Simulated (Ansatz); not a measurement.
Effect of biaxial strain −2.17 %, plane normal [001], relaxed out of plane on ZnO

Start from ZnO in the wurtzite structure (space group P6_3mc, No. 186; a = 3.235 Å, c = 5.211 Å). Axes: x lies along a and z along c of the hexagonal cell.

The change: compressive biaxial strain of 2.17 % in the plane normal to [001], as in epitaxy on a mismatched substrate; the out-of-plane cell vector and the atoms relax.

The values are results of r2SCAN (Ansatz, a program for electronic structure), no SOC, not measurements. Settings: 12×12×7 k-points, 0.05 eV Fermi–Dirac smearing.

* **Space group**: P6_3mc (No. 186) (base P6_3mc (No. 186))
* **Shortest interatomic distance**: 1.957 Å (base 1.970 Å)
* **Pressure (mean of the normal stresses, compression positive)**: 3.33 GPa (base 0.00 GPa)
* **Band gap**: 1.21 eV (base 1.24 eV)
* **Gap character**: direct at Γ (base direct at Γ)
* **Width of the top valence band**: 1.85 eV (base 1.83 eV)
* **Electron mass**: 0.18 mₑ out of plane, 0.20 mₑ in plane (at Γ) (base 0.19 mₑ (at Γ))
* **Valence-band top at Γ (three highest levels, from the VBM)**: 0.00, 0.00, -0.14 eV (base 0.00, 0.00, -0.10 eV)
* **Out-of-plane strain**: +2.16 %
* **Ratio −ε⊥/ε∥**: 0.99
* **Mean in-plane stress (compression positive)**: +5.0 GPa

Effective masses come from finite differences of ±0.01 Å⁻¹. Stability against distortions was not tested.
